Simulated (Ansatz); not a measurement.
Take ZnGeP₂ in the chalcopyrite structure (space group I-42d, No. 122) as the base.

```
CELL_PARAMETERS angstrom
     -2.71213     2.71213     5.35485
      2.71213    -2.71213     5.35485
      2.71213     2.71213    -5.35485
ATOMIC_POSITIONS crystal
  Zn 0.00000 0.00000 0.00000
  Zn 0.75000 0.25000 0.50000
  Ge 0.50000 0.50000 0.00000
  Ge 0.25000 0.75000 0.50000
  P  0.87500 0.87334 0.49834
  P  0.12666 0.62500 0.00166
  P  0.37500 0.37666 0.50166
  P  0.62334 0.12500 0.99834
```

Level of theory: PBEsol (Ansatz, a program for electronic structure; PAW; 420 eV plane waves; scalar-relativistic without spin-orbit coupling).

For the base:

The c/a ratio is 1.974 and the lattice parameter a is 5.424 Å.

The change: a negative pressure, −2 GPa.

Task: What does the calculation give for the c/a ratio and lattice parameter a after the change?

Result: The c/a ratio stays 1.974; the lattice parameter a grows by 0.046 Å, from 5.424 Å to 5.470 Å.

Load acts through the strain it causes; cell and atoms are relaxed under it. No phonon test of stability was made.
